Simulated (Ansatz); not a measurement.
Here is the system:

```xyz
2
Lattice="3.2184 0.0000 0.0000 1.6092 2.7872 0.0000 0.0000 0.0000 5.2842" Properties=species:S:1:pos:R:3 pbc="T T T"
Sc     3.2184     1.8581     3.9632
Sc     1.6092     0.9291     1.3211
```

No spin polarisation.

The values are results of PBE (Ansatz, a quantum-chemistry and plane-wave program, PAW, without spin-orbit coupling), not measurements. Γ-centred 20×20×11 mesh, Fermi–Dirac width 0.1 eV.

Q: Predict the pressure, band gap and space group.

A: The pressure (mean of the normal stresses, compression positive) is 2.6 GPa and the band gap comes out as zero. The space group is P6_3/mmc (No. 194).

The cells carry an imposed strain or load. No phonon test of stability was made. All final runs are without spin polarisation. The cell was made from Sc in the hcp (Mg type) structure (space group P6_3/mmc, No. 194) by this change: biaxial strain −3.00 %, plane normal [001], relaxed out of plane.
